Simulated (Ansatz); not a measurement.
Base system: Cu in the fcc (Cu type) structure (space group Fm-3m, No. 225; a = 3.5184 Å; relaxed with 0.1 eV smearing).

Structures relaxed with DFT with LDA, PAW potentials and a 420 eV plane-wave cutoff in Ansatz (a program for electronic structure), no SOC.

Base:

Simulated powder pattern, Cu Kα1, λ = 1.54056 Å (kinematic, ideal powder, no thermal factors, no anomalous dispersion; the 14 strongest lines at most, above 2 %, up to 2θ = 90°):

| 2θ (°) | I/Imax (%) | hkl |
|---|---|---|
| 44.57 | 100 | (111) |
| 51.94 | 46 | (200) |
| 76.52 | 26 | (220) |

After one change:

Simulated powder pattern, Cu Kα1, λ = 1.54056 Å (kinematic, ideal powder, no thermal factors, no anomalous dispersion; the 14 strongest lines at most, above 2 %, up to 2θ = 90°):

```
2θ (°)  I/Imax (%)
------  ----------
45.53          100
53.08           46
78.38           26
```

Q: Name the change that was made.
A. isotropic strain +0.50 %
B. isotropic strain −1.00 %
C. isotropic strain −0.50 %
D. isotropic strain −2.00 %

A: D, isotropic strain −2.00 %. Its volume per atom is 10.25 Å³ against 10.89 Å³, and its space group is Fm-3m (No. 225).

No phonon test of stability was made. The final runs are not spin-polarised.
